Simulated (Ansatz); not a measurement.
The reference is Ba in the bcc (W type) structure (space group Im-3m, No. 229; a = 4.8819 Å; relaxed with 0.1 eV smearing). Axes: x, y, z lie along the cube axes.

Level of theory: plane-wave PAW DFT at the PBEsol level (Ansatz, a first-principles code, 420 eV), no SOC.

Before the change:

The pressure is 0.0 GPa.

The change: biaxial strain −3.00 %, plane normal [001], relaxed out of plane (Cartesian); in-plane vectors clamped, the third vector and the atoms free.

Problem. What does the calculation give for the ratio −ε⊥/ε∥ and pressure after the change?

Solution. The ratio −ε⊥/ε∥ comes out as 1.43; the pressure (mean of the normal stresses, compression positive) goes from zero to 0.2 GPa.

Stability against distortions was not tested.
